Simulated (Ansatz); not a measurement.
Take TlBr in the CsCl type structure (space group Pm-3m, No. 221; a = 3.915 Å) as the base. Axes: x, y, z lie along the cube axes.

Method: Ansatz (a quantum-chemistry and plane-wave program), PBEsol, PAW, cutoff 420 eV, scalar-relativistic without spin-orbit coupling.

Before the change:

* **Electron mass**: 0.14 mₑ along k, 0.20 mₑ across (at X)
* **Valley order**: X along ⟨100⟩ 1.59 eV; R along ⟨111⟩ 1.81 eV
* **Hole mass**: 0.20 mₑ along k, 0.43 mₑ across (at X)

One thing is altered: the cell is compressed by 3.00 % along z with no lateral relaxation; the atoms relax in the strained cell.

Question: Estimate the effect on the electron mass, valley order and hole mass.

Answer: The electron mass becomes 0.12 mₑ along k, 0.20 mₑ across (at X) (base: 0.14 mₑ along k, 0.20 mₑ across (at X)); the valley order (the lowest conduction-band minima on the path, energy above the VBM, named in the base's zone) goes from X along ⟨100⟩ 1.59 eV; R along ⟨111⟩ 1.81 eV to X along [001] 1.34 eV; R along [111] 1.51 eV; X along [010] 1.53 eV; the hole mass changes from 0.20 mₑ along k, 0.43 mₑ across (at X) to 0.36 mₑ along x, 0.18 mₑ along y, 0.48 mₑ along z (at X).

With Tl present, leaving out spin-orbit coupling can change the band edges. The levels and masses belong to the bands next to the band gap. Effective masses come from finite differences of ±0.01 Å⁻¹. Along k means along the line from Γ to the band edge. Whether these cells are dynamically stable was not tested.
